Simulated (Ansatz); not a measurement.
**TiB2 under a change: Ti → Zr**

Start from TiB2 (space group P6/mmm, No. 191; a = 3.025 Å, c = 3.224 Å).

Perturbation: full substitution Ti → Zr, then cell and atoms are relaxed.

Computed with r2SCAN (Ansatz, a quantum-chemistry and plane-wave program, PAW, scalar-relativistic without spin-orbit coupling), earlier PAW set. Settings: 17×17×13 k-points, 0.05 eV Fermi–Dirac smearing, for the changed cell.

The volume per atom rises by 1.77 Å³, from 8.52 Å³ to 10.29 Å³ and the lattice parameter a increases by 0.143 Å to 3.168 Å. The c/a ratio increases by 0.055 (1.066 → 1.121) and the space group stays P6/mmm (No. 191). The shortest interatomic distance increases by 0.0825 Å to 1.829 Å and the band gap is still zero.

Final structure:

```
ZrB2
1.0
    3.16776     0.00000     0.00000
   -1.58388     2.74336     0.00000
    0.00000     0.00000     3.55093
Zr B
1 2
Cartesian
  0.00000   0.00000   0.00000
  0.00000   1.82891   1.77546
  1.58388   0.91445   1.77546
```

Cost of the whole job for the changed cell (relaxation, final SCF and bands): roughly 2.2 core-minutes.

No phonon test of stability was made. All final runs are without spin polarisation.
